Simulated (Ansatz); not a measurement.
Here is the system:

```yaml
crystal:
  lattice:
    - [3.57294, 0.00000, 0.00000]
    - [1.78647, 3.09426, 0.00000]
    - [0.00000, 0.00000, 5.93302]
  atoms:
    - { symbol: Sn, position: [0.00000, 0.00000, 0.00000] }
    - { symbol: S, position: [0.33333, 0.33333, 0.25486] }
    - { symbol: S, position: [0.66667, 0.66667, 0.74514] }
```

A single point on SnS2 with a change (biaxial strain −2.63 %, plane normal [001], relaxed out of plane), its geometry relaxed with PBE-D3(BJ).

Level of theory: Ansatz (a program for electronic structure), PBE, PAW, cutoff 420 eV, noncollinear with spin-orbit coupling, earlier PAW set. Settings: 10×10×6 k-points, 0.05 eV Fermi–Dirac smearing.

Task: Predict the width of the top valence band.

Result: 1.59 eV.

Task: Estimate the band gap.

Result: 1.39 eV.

Task: What gap character does the calculation give?

Result: Indirect, k = (0, 0.100, 0.167) in the run's primitive reciprocal basis → L–M (33 % along).

Single points use the geometry relaxed with PBE-D3(BJ). Whether these cells are dynamically stable was not tested. The cell was made from SnS$_{2}$ in the CdI2 type structure (space group P-3m1, No. 164; layered, stacked along the Cartesian z axis) by this change: biaxial strain −2.63 %, plane normal [001], relaxed out of plane.
